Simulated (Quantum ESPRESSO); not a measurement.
Quantum ESPRESSO run on AgIO₃ (Pnma, 20 atoms in the cell): self-consistent single point.

Level of theory: BLYP, SSSP 1.1.2 precision (PBE) pseudopotentials (plane waves; Quantum ESPRESSO 7.5).

```yaml
crystal:
  lattice:
    - [6.64582, 0.00000, 0.00000]
    - [0.00000, 8.44508, 0.00000]
    - [0.00000, 0.00000, 5.91506]
  atoms:
    - { symbol: Ag, position: [0.50000, 0.00000, 0.00000] }
    - { symbol: Ag, position: [0.00000, 0.00000, 0.50000] }
    - { symbol: Ag, position: [0.00000, 0.50000, 0.50000] }
    - { symbol: Ag, position: [0.50000, 0.50000, 0.00000] }
    - { symbol: I, position: [0.01820, 0.25000, 0.01214] }
    - { symbol: I, position: [0.98180, 0.75000, 0.98786] }
    - { symbol: I, position: [0.48180, 0.75000, 0.51214] }
    - { symbol: I, position: [0.51820, 0.25000, 0.48786] }
    - { symbol: O, position: [0.16672, 0.08551, 0.13292] }
    - { symbol: O, position: [0.83328, 0.91449, 0.86708] }
    - { symbol: O, position: [0.33328, 0.91449, 0.63292] }
    - { symbol: O, position: [0.66672, 0.08551, 0.36708] }
    - { symbol: O, position: [0.66672, 0.41449, 0.36708] }
    - { symbol: O, position: [0.33328, 0.58551, 0.63292] }
    - { symbol: O, position: [0.83328, 0.58551, 0.86708] }
    - { symbol: O, position: [0.16672, 0.41449, 0.13292] }
    - { symbol: O, position: [0.39827, 0.75000, 0.21500] }
    - { symbol: O, position: [0.60173, 0.25000, 0.78500] }
    - { symbol: O, position: [0.10173, 0.25000, 0.71500] }
    - { symbol: O, position: [0.89827, 0.75000, 0.28500] }
```

Reference input (self-consistent single point, DFT, LDA (PZ), plane waves, GBRV 1.5 ultrasoft (LDA) pseudopotentials): ecutwfc = 40 Ry; ecutrho = 320 Ry; occupations = fixed; potentials = {Ag: ag_lda_v1.4.uspp.F.UPF, I: i_lda_v1.uspp.F.UPF, O: o_lda_v1.2.uspp.F.UPF}; K_POINTS = automatic 3 2 3 0 0 0; nbnd = 90; conv_thr = 1e-11 Ry. This run's input differs from it in these lines:

```diff
@@ -14,6 +14,7 @@
   ntyp = 3
-  ecutwfc = 40
-  ecutrho = 320
+  ecutwfc = 75
+  ecutrho = 600
   occupations = 'fixed'
   nbnd = 90
+  input_dft = 'blyp'
 /
@@ -23,5 +24,5 @@
 ATOMIC_SPECIES
-Ag   107.8682  ag_lda_v1.4.uspp.F.UPF
-I    126.9045  i_lda_v1.uspp.F.UPF
-O     15.9990  o_lda_v1.2.uspp.F.UPF
+Ag   107.8682  Ag_ONCV_PBE-1.0.oncvpsp.upf
+I    126.9045  I.pbe-n-kjpaw_psl.0.2.UPF
+O     15.9990  O.pbe-n-kjpaw_psl.0.1.UPF
 CELL_PARAMETERS {alat}
```

The program printed (abridged):

```
     Self-consistent Calculation

     iteration #  1     ecut=    75.00 Ry     beta= 0.70

---- Real-time Memory Report at c_bands before calling an iterative solver
           772 MiB given to the printing process from OS
           617 MiB allocation reported by mallinfo(arena+hblkhd)
------------------

     total energy              =   -3164.54973808 Ry
     estimated scf accuracy    <       8.50568056 Ry

     iteration #  2     ecut=    75.00 Ry     beta= 0.70

---- Real-time Memory Report at c_bands before calling an iterative solver
          1184 MiB given to the printing process from OS
   [... lines left out ...]

---- Real-time Memory Report at c_bands before calling an iterative solver
          1232 MiB given to the printing process from OS
           725 MiB allocation reported by mallinfo(arena+hblkhd)
------------------

     total energy              =   -3169.11994978 Ry
     estimated scf accuracy    <          1.2E-11 Ry

     iteration # 16     ecut=    75.00 Ry     beta= 0.70

---- Real-time Memory Report at c_bands before calling an iterative solver
          1232 MiB given to the printing process from OS
           725 MiB allocation reported by mallinfo(arena+hblkhd)
------------------
     End of self-consistent calculation

     highest occupied, lowest unoccupied level (ev):     7.1698    9.2180

!    total energy              =   -3169.11994978 Ry
     estimated scf accuracy    <          1.5E-12 Ry

      -> PAW hartree energy AE =     339.86134494 Ry
      -> PAW hartree energy PS =    -338.59509511 Ry
      -> PAW xc energy AE      =   -1633.64075931 Ry
      -> PAW xc energy PS      =     227.75120282 Ry
      -> total E_H with PAW    =     532.57415296 Ry
      -> total E_XC with PAW   =   -1767.60759462 Ry

     convergence has been achieved in  16 iterations

     Forces acting on atoms (cartesian axes, Ry/au):

     atom    1 type  1   force =    -0.00000000   -0.00000000    0.00000000
     atom    2 type  1   force =     0.00000000    0.00000000   -0.00000000
   [... lines left out ...]

     Total force =     0.290566     Total SCF correction =     0.000002

          total   stress  (Ry/bohr**3)                   (kbar)     P=       84.55
   0.00038342   0.00000000   0.00000000           56.40        0.00        0.00
   0.00000000   0.00065952   0.00000000            0.00       97.02        0.00
   0.00000000   0.00000000   0.00068126            0.00        0.00      100.22

   JOB DONE.
```

The run converged in 16 iterations. Against the reference run the pressure goes from -7.71 to 8.45 GPa, the largest force goes from 0.464 to 2.122 eV/Å and the gap on the mesh goes from 1.868 to 2.048 eV.

The starting cell comes from a database of computed structures (which also holds hypothetical and non-ambient phases and stackings), without a prior relaxation at this level. Spin-orbit coupling is off. With a pressure of about 8 GPa the cell is away from its equilibrium volume at this level. Forces in this geometry exceed 1 eV/Å.

Cost on one core of a shared machine: roughly 8 min.
